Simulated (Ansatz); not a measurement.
Ansatz (a program for electronic structure) run on RbCl (Fm-3m, 2 atoms in the cell): zone-centre phonon calculation.

Method: PBE (plane waves, PAW; Ansatz).

```yaml
crystal:
  lattice:
    - [0.00000, 3.27355, 3.27355]
    - [3.27355, 0.00000, 3.27355]
    - [3.27355, 3.27355, 0.00000]
  atoms:
    - { symbol: Rb, position: [0.00000, 0.00000, 0.00000] }
    - { symbol: Cl, position: [0.50000, 0.50000, 0.50000] }
```

Reference input (self-consistent single point, DFT, PBE, plane waves, default PAW files): basis.ecutwfc = 420 eV; kpoints.mp_grid.grid = 7 7 7; hamiltonian.xc = pbe; hamiltonian.pseudopotentials = {kind: paw} (the program's default PAW files); scf.occupations.method = fermi_dirac; scf.occupations.width = 0.01 eV. This run's input differs from it in these lines:

Ansatz 0.2 input:
```diff
@@ -12,3 +12,3 @@
 kpoints:
-  mp_grid: { grid: [7, 7, 7] }
+  mp_grid: { grid: [13, 13, 13] }
 hamiltonian:
@@ -17,7 +17,7 @@
 scf:
-  occupations: { method: fermi_dirac, width: 0.01 }
-output:
-  forces: true
-  eigenvalues: true
-  stress: true
+  occupations: { method: fixed }
+phonons:
+  method: dfpt
+  dielectric: true
+  rigid_motions: translations
```

Output, abridged:

```
SCF iter   1: F=—  HF=-4350.747972 eV  |F-HF|=—  |Δ(HF+E_count)|=         —  Δρ=2.58e-4  dr2=6.89e-5  ethr=1.77e-3  ⟨swp⟩=6.2  Hψ=13576  notcnv=0  defer=386
all-band conjugate gradients solve this SCF's bands
preconditioner: auto → none
SCF iter   2: F=—  HF=-4350.748206 eV  |F-HF|=—  |Δ(HF+E_count)|=   2.35e-4  Δρ=1.02e-4  dr2=3.96e-6  ethr=4.31e-7  ⟨swp⟩=3.4  Hψ=7170  notcnv=0  defer=389
SCF iter   3: F=—  HF=-4350.748215 eV  |F-HF|=—  |Δ(HF+E_count)|=   8.47e-6  Δρ=4.50e-5  dr2=8.71e-7  ethr=2.47e-8  ⟨swp⟩=2.7  Hψ=4131  notcnv=0  defer=377
SCF iter   4: F=—  HF=-4350.748219 eV  |F-HF|=—  |Δ(HF+E_count)|=   4.60e-6  Δρ=4.68e-6  dr2=1.20e-8  ethr=5.44e-9  ⟨swp⟩=2.0  Hψ=3992  notcnv=0  defer=359
SCF iter   5: F=—  HF=-4350.748219 eV  |F-HF|=—  |Δ(HF+E_count)|=   3.79e-8  Δρ=1.18e-6  dr2=4.27e-10  ethr=7.51e-11  ⟨swp⟩=2.1  Hψ=3623  notcnv=0  defer=359
SCF iter   6: F=-4350.748219 eV  HF=-4350.748219 eV  |F-HF|=1.18e-11  |Δ(HF+E_count)|=   3.51e-9  Δρ=7.30e-8  dr2=5.65e-12  ethr=1.00e-12  ⟨swp⟩=11.1  Hψ=17383  notcnv=0
SCF 1 converged in 6 iterations: F = -4350.748219 eV  dr2 = 5.65e-12
DFPT response loops at Γ: preconditioner auto → none (the input reference at scf.mixing.eps_inf says where Resta's filter doesn't serve); β = 0.50 …
Free energy (F): -4350.748219 eV
Internal energy: -4350.748219 eV  (E = F + TS)
E sigma→0 (E₀):  -4350.748219 eV
Fermi energy:    1.105907 eV
--- Phonons (Γ-DFPT): 2 representative perturbations + reference, on 196 of 2197 k-points (Σ response iterations 6) ---
  k mesh reduced under 8 symmetry operations, with k and −k counted as one. Each operation leaves every solved perturbation unchanged …
  ASR residual: 1.005e-4 → 0.000e0 eV/Å²; symmetrization residual: 3.067e-6 eV/Å²
   [... lines left out ...]
  k-mesh period / interband length: 60.2 Å / 1.20 Å = 50.13 at k = (0.0000, 0.0000, 0.0000), direct gap 5.052 eV — 14 or more, which is no proof of convergence
   [... lines left out ...]
        175.04      1             1.2489
  optical modes at Γ + LO–TO along q̂ = [0.0000, 1.0000, 0.0000]:
      ω (cm⁻¹)  modes    IR ((D/Å)²/amu)
        120.45      2             2.4978
        175.04      1             1.2489
  optical modes at Γ + LO–TO along q̂ = [0.0000, 0.0000, 1.0000]:
      ω (cm⁻¹)  modes    IR ((D/Å)²/amu)
        120.45      2             2.4978
        175.04      1             1.2489
```

The run converged in 6 iterations. 

Summary of the result:
- Free energy E − TS (on the zero of these files): -4350.7482 eV
- Top of the valence band (on the code's own zero): 1.11 eV
- Gap on the k-point mesh: 5.05 eV
- Zone-centre frequencies (cm⁻¹; negative means imaginary): 0, 0, 0, 120, 120, 120
- ε∞ at this k-point mesh, which may be far from converged in small-gap cells (xx, yy, zz): 2.35, 2.35, 2.35
- Born charges at this mesh (mean of the diagonal, e): Rb 1.16, Cl -1.16

The starting cell has typed, rounded lattice constants, without a prior relaxation at this level. Its lattice was rescaled by up to half a per cent. The frequencies listed for the zone centre hold no LO-TO term.

Cost on one core of a shared machine: roughly 70 s.
